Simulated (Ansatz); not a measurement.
Start from MgO in the rock salt structure (space group Fm-3m, No. 225; a = 4.2142 Å). Axes: x, y, z lie along the cube axes.

All numbers come from PBEsol/PAW in Ansatz (a first-principles code), spin-orbit coupling left out.

Now apply this change: a pure shear with ε_xy = ε_yx = 0.0100, atoms relaxed at fixed cell.

### Question
Predict the stress tensor and what it implies for the stiffness.

### Answer
Stress of the strained cell less that of the base (GPa, compression positive):
```
   0.05   -2.89    0.00
  -2.89    0.05    0.00
   0.00    0.00   -0.04
```

Then −Δσ/γ with γ = 2ε = 0.0200 gives relaxed-ion elastic constants: C66 ≈ 144 GPa.

Whether these cells are dynamically stable was not tested.
